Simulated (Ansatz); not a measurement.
Take KTaO3 in the cubic perovskite structure (space group Pm-3m, No. 221; a = 3.9853 Å) as the base. Axes: x, y, z lie along the cube axes.

Computed with Ansatz (a quantum-chemistry and plane-wave program), PBEsol, PAW, cutoff 420 eV, spin-orbit coupling left out.

Strains are applied to the cell and any free atomic positions relax.

One change was made to it. Results:

The band gap falls by 0.093 eV, from 2.14 eV to 2.04 eV; the energy increases by 15 meV/atom; the smallest direct gap shrinks by 0.10 eV to 2.65 eV.

### Question
Which change produced these results?
A. uniaxial strain ε_zz = +2.40 %
B. uniaxial strain ε_zz = +1.20 %
C. uniaxial strain ε_zz = +3.00 %
D. uniaxial strain ε_zz = +0.60 %

### Answer
C, uniaxial strain ε_zz = +3.00 %. For comparison, the energy relative to the base in the other runs: uniaxial strain ε_zz = +2.40 % gives +9.5 meV/atom; uniaxial strain ε_zz = +1.20 % gives +2.5 meV/atom; uniaxial strain ε_zz = +0.60 % gives +0.6 meV/atom.

Spin-orbit coupling, missing from the scalar runs, can matter with Ta. Stability against distortions was not tested.
